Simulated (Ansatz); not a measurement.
The reference is an 8-atom supercell of CoSi (space group P2_13, No. 198; a = 4.386 Å; non-magnetic) at its relaxed geometry.

Computed with PBEsol in Ansatz (plane waves to 420 eV, PAW, no SOC).

Now apply this change: a neutral Co interstitial (started 1.58 Å from the nearest host atom), atoms relaxed at fixed cell, starting from a slightly rattled geometry.

Task: What does the calculation give for the largest displacement of a host atom from its site in the perfect cell after the change?

Result: The largest displacement of a host atom from its site in the perfect cell is 0.43 Å.

Task: How does this affect the final site of the added atom?

Result: The final site of the added atom comes out as 7 Si at 2.08–2.85 Å and 4 Co at 2.29–2.41 Å.

The magnetic state is the one reached from the starting moments; the real material's order can differ, and small cells can't hold many antiferromagnetic ones. The cell is small, so the values are those of an ordered compound at a high defect concentration; dilute-limit values will differ. Seeded moments were not kept for Co interstitial (started 1.58 Å from the nearest host atom) and the base. Spin-polarised in the final run: Co interstitial (started 1.58 Å from the nearest host atom); the other runs are not. The defect cell is spin-polarised and ends with 0.0 μB.

Ansatz is a program for electronic structure.
